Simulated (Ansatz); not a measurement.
The reference is BP in the zinc blende structure (space group F-43m, No. 216; a = 4.491 Å). Axes: x, y, z lie along the cube axes.

Method: LDA (Ansatz, a quantum-chemistry and plane-wave program; PAW; 420 eV plane waves; spin-orbit coupling left out).

Before the change:

The volume per atom is 11.32 Å³.

Now apply this change: biaxial strain +1.50 %, plane normal [001], relaxed out of plane (Cartesian); in-plane vectors clamped, the third vector and the atoms free.

### Question
Estimate the effect on the volume per atom.

### Answer
The volume per atom increases by 0.26 Å³, from 11.32 Å³ to 11.58 Å³.

### Question
What happens to the energy relative to the base?

### Answer
The energy rises by 6.2 meV/atom.

Whether these cells are dynamically stable was not tested.
